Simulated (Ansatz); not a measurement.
## HgSe: Se → Br

Start from HgSe in the zinc blende structure (space group F-43m, No. 216; a = 6.133 Å).

The change: every Se is replaced by Br, then cell and atoms are relaxed.

Level of theory: plane-wave PAW DFT at the PBEsol level (Ansatz, an electronic-structure program, 420 eV), spin-orbit coupling left out. Settings: 12×12×12 k-points, 0.05 eV Fermi–Dirac smearing, for the changed cell.

```
quantity                        base          changed         shift
-------------------  ---------------  ---------------  ------------
volume per atom             28.84 Å³         37.57 Å³     +8.725 Å³
density                   8.05 g/cm³       6.20 g/cm³   -1.85 g/cm³
lattice parameter a      11.590 bohr      12.658 bohr  +1.0675 bohr
space group          F-43m (No. 216)  F-43m (No. 216)             –
band gap                        zero             zero             –
```

Final structure:

```
CELL_PARAMETERS angstrom
      0.00000     3.34910     3.34910
      3.34910     0.00000     3.34910
      3.34910     3.34910     0.00000
ATOMIC_POSITIONS crystal
  Br 0.75000 0.75000 0.75000
  Hg 0.00000 0.00000 0.00000
```

Spin-orbit coupling, missing from the scalar runs, can matter with Hg. Whether these cells are dynamically stable was not tested. As relaxed here, HgBr is a hypothetical phase, not in the database extracts checked. The final runs are not spin-polarised. An odd electron count without spin: HgBr. The zero or small gap of HgSe can change with the level of theory.
